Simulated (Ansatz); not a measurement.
System: Sr2TaNO3 (model structure, I4mm, No. 107, 7 atoms in the cell). Method: PBEsol (plane waves, PAW; Ansatz, a quantum-chemistry and plane-wave program).

Run with plane-wave cutoff 520 eV, 12×12×12 k mesh, Fermi–Dirac smearing 0.01 eV, scalar-relativistic PAW data made under PBE.

Cell (relaxed with PBEsol):

```
CELL_PARAMETERS angstrom
     -1.97788     1.97788     6.51506
      1.97788    -1.97788     6.51506
      1.97788     1.97788    -6.51506
ATOMIC_POSITIONS crystal
  Ta 0.99114 0.99114 0.00000
  O  0.50682 0.00682 0.50000
  O  0.00682 0.50682 0.50000
  O  0.16030 0.16030 0.00000
  N  0.84494 0.84494 0.00000
  Sr 0.34237 0.34237 0.00000
  Sr 0.64762 0.64762 0.00000
```

Problem. Give the computed band gap and smallest direct gap on the k points sampled.

Solution. 
- band gap = 1.29 eV
- smallest direct gap on the k points sampled = 1.45 eV

Note: the relaxation could raise the start's symmetry but not lower it, so the cell can be a saddle point.

Spin–orbit coupling is not included.

Cost on a shared machine: roughly 2.3 core-minutes.

A model structure was made by putting elements into a prototype or built by hand; it is no filed structure, need not be a known phase, and can be a saddle point held by its symmetry.
